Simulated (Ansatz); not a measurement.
CrPbO3 in the cubic perovskite structure (space group Pm-3m, No. 221; ferromagnetic; a cell from a computed database, its experimental status unchecked)

```cif
data_CrO3Pb
_chemical_formula_sum 'Cr1 Pb1 O3'
_space_group_name_H-M_alt 'P 1'
_space_group_IT_number 1
_cell_length_a 3.82678
_cell_length_b 3.82678
_cell_length_c 3.82678
_cell_angle_alpha 90.000
_cell_angle_beta 90.000
_cell_angle_gamma 90.000
loop_
_space_group_symop_operation_xyz
  'x, y, z'
loop_
_atom_site_label
_atom_site_type_symbol
_atom_site_fract_x
_atom_site_fract_y
_atom_site_fract_z
_atom_site_occupancy
Cr1 Cr 0.00000 0.00000 0.00000 1
Pb1 Pb 0.50000 0.50000 0.50000 1
O1 O 0.00000 0.00000 0.50000 1
O2 O 0.50000 0.00000 0.00000 1
O3 O 0.00000 0.50000 0.00000 1
```

Level of theory: Ansatz (a first-principles code), PBEsol, PAW, cutoff 420 eV, no SOC. k-mesh 12×12×12 (Γ-centred); smearing 0.05 eV (Fermi–Dirac).

```yaml
volume_per_atom: 11.21 Å³
density: 9.10 g/cm³
band_gap: zero
magnetic_state: ferromagnetic
total_energy: -3357.376 eV/atom (σ→0; compares only within this code and set-up)
```

No phonon test of stability was made. No Hubbard U is applied and the magnetic state is the run's own (CrPbO3 ferromagnetic); other magnetic orders, which need larger cells, were not tried and can change the gap. Many cubic perovskites are stable only at high temperature; tilts and polar distortions were not tested.
